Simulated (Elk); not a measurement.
Band structure of SiSbPt₅ (P4/mmm, 7 atoms in the cell).

```yaml
crystal:
  lattice:
    - [3.99638, 0.00000, 0.00000]
    - [0.00000, 3.99638, 0.00000]
    - [0.00000, 0.00000, 7.27309]
  atoms:
    - { symbol: Si, position: [0.00000, 0.00000, 0.50000] }
    - { symbol: Sb, position: [0.50000, 0.50000, 0.00000] }
    - { symbol: Pt, position: [0.00000, 0.50000, 0.30040] }
    - { symbol: Pt, position: [0.00000, 0.50000, 0.69960] }
    - { symbol: Pt, position: [0.50000, 0.00000, 0.30040] }
    - { symbol: Pt, position: [0.50000, 0.00000, 0.69960] }
    - { symbol: Pt, position: [0.00000, 0.00000, 0.00000] }
```

Computed with LDA (PW92), all-electron FP-LAPW, Elk's shipped species files, default APW+lo basis in Elk.

Settings: stype = 0; swidth = 0.00367493 Ha; ngridk = 6 6 3; rmtscf = 0.88; maxscl = 100.

The starting cell comes from a database of computed structures (which also holds hypothetical and non-ambient phases and stackings), without a prior relaxation at this level. Spin-orbit coupling is off. Spin polarisation is off. Values depend on the basis (sphere radii, cutoffs, local orbitals), which need not be converged.

Levels in eV from the Fermi level, bands 81 to 88:
```csv
point,81,82,83,84,85,86,87,88
Γ,-1.23,-1.23,-1.17,0.03,0.07,0.25,2.31,2.99
X,-2.29,-2.08,-1.67,-1.17,-0.35,-0.05,2.73,3.25
M,-1.85,-1.74,-1.44,-0.53,-0.53,-0.47,0.89,0.89
Z,-0.52,-0.12,0.03,0.07,0.17,0.17,1.57,2.20
R,-2.10,-2.07,-1.74,-1.07,0.00,1.74,1.91,2.19
A,-2.01,-1.46,-1.42,-1.22,0.17,0.17,0.83,0.83
```

Bands cross the Fermi level along this path, so the cell is metallic at this level.
